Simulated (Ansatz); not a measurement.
Results of PBEsol (PAW; Ansatz, a quantum-chemistry and plane-wave program) for GaAlP₂ (P-4m2, No. 115, 4 atoms in the cell; start mp-1228888).

Numerical settings: plane-wave cutoff 500 eV, 10×10×8 k mesh (along the axes of the cell as run), gaussian smearing 0.02 eV, scalar-relativistic PAW data made under PBE.

Cell (relaxed at this level):

```yaml
crystal:
  lattice:
    - [3.85874, 0.00000, 0.00000]
    - [0.00000, 3.85874, 0.00000]
    - [0.00000, 0.00000, 5.45314]
  atoms:
    - { symbol: Al, position: [0.50000, 0.50000, 0.50000] }
    - { symbol: Ga, position: [0.00000, 0.00000, 0.00000] }
    - { symbol: P, position: [0.00000, 0.50000, 0.24967] }
    - { symbol: P, position: [0.50000, 0.00000, 0.75033] }
```

**Question.** Give the computed band gap.

**Answer.** 
- band gap: 1.48 eV (on the SCF k mesh)

Note: the relaxation could not lower the start's symmetry, so the cell can be a saddle point above a distorted one.

Spin–orbit coupling is not included.

Cost on a shared machine: very roughly 110 core-seconds.

A start named mp-… is a Materials Project structure, which need not be a measured phase.
